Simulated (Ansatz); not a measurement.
O on the P site (broken-bond start) in zinc-blende AlP (start: the P site; started 0.95 Å off site, one bond broken; 64-site cell, 2×2×2 shifted sampling). Method: PBE, PAW (plane waves to 420 eV; Ansatz, a first-principles code). Total energies of the localised charge states, counted from that of charge +1, and their image corrections (point charge with alignment); the host's valence-band maximum lies at 4.794 eV on the cells' energy zero and its gap is 1.63 eV.

| charge | moment (μB) | E − E(first) (eV) | correction (eV) |
|---|---|---|---|
| +1 | not spin-polarised | 0.000 | 0.058 |
| 0 | 1.0 | 6.194 | 0.000 |

Task: Derive the transition levels above the valence-band maximum and say which of them are thermodynamic.

Result: A level is the Fermi energy at which two charges have equal formation energy: ε(q/q′) = [E(q′) + corr(q′) − E(q) − corr(q)] / (q − q′) − E_VBM.
ε(+1/0) = [(6.194 + 0.000) − (0.000 + 0.058)] / 1 − 4.794 = 1.34 eV
Thermodynamic levels at least 0.1 eV inside the gap: (+1/0) at 1.34 eV. They hold to tenths of an eV in this cell. Only the charges listed were compared. Charge −1 has its level within 0.1 eV of a band edge or past it. The geometries come from one start. Flagged in the runs: a strain field that reaches the edge of the cell.
